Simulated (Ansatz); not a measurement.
LaGaO3 under a change: uniaxial strain ε_zz = −2.55 %

Base system: LaGaO₃ (space group R-3c, No. 167; a = 5.523 Å, c = 13.273 Å (hexagonal axes)). Axes: x lies along a and z along c of the hexagonal cell.

Perturbation: the cell is compressed by 2.55 % along z with no lateral relaxation, atoms relaxed at fixed cell.

Calculations: PBEsol/PAW in Ansatz (a quantum-chemistry and plane-wave program), no spin-orbit coupling. k-mesh 7×7×7 (Γ-centred); smearing 0.05 eV (Fermi–Dirac).

```csv
quantity,base,changed,shift
space group,R-3c (No. 167),R-3c (No. 167),–
shortest interatomic distance,3.730 bohr,3.700 bohr,-0.0293 bohr
energy relative to the base (free energy F),0 meV/atom,+7.8 meV/atom,+7.8 meV/atom
"pressure (mean of the normal stresses, compression positive)",0.00 GPa,4.87 GPa,+4.87 GPa
band gap,3.70 eV,3.90 eV,+0.20 eV
smallest direct gap,3.84 eV,4.00 eV,+0.155 eV
width of the top valence band,0.67 eV,0.83 eV,+0.16 eV
electron mass,"0.37 mₑ along c, 0.59 mₑ across (at Γ)","0.40 mₑ along z, 0.62 mₑ across (at Γ)",–
"stress (xx, yy, zz, yz, xz, xy; compression positive)",–,"(2.98, 2.98, 8.65, 0.00, 0.00, 0.00) GPa",–
```

Final structure:

```yaml
crystal:
  lattice:
    - [2.76127, 1.59422, 4.31167]
    - [-2.76127, 1.59422, 4.31167]
    - [0.00000, -3.18845, 4.31167]
  atoms:
    - { symbol: La, position: [0.25000, 0.25000, 0.25000] }
    - { symbol: La, position: [0.75000, 0.75000, 0.75000] }
    - { symbol: Ga, position: [0.00000, 0.00000, 0.00000] }
    - { symbol: Ga, position: [0.50000, 0.50000, 0.50000] }
    - { symbol: O, position: [0.75000, 0.18442, 0.31558] }
    - { symbol: O, position: [0.25000, 0.81558, 0.68442] }
    - { symbol: O, position: [0.31558, 0.75000, 0.18442] }
    - { symbol: O, position: [0.68442, 0.25000, 0.81558] }
    - { symbol: O, position: [0.18442, 0.31558, 0.75000] }
    - { symbol: O, position: [0.81558, 0.68442, 0.25000] }
```

Cost of the whole job for the changed cell (relaxation, final SCF and bands): roughly 90 core-seconds.

Effective masses come from finite differences of ±0.01 Å⁻¹. Whether these cells are dynamically stable was not tested.
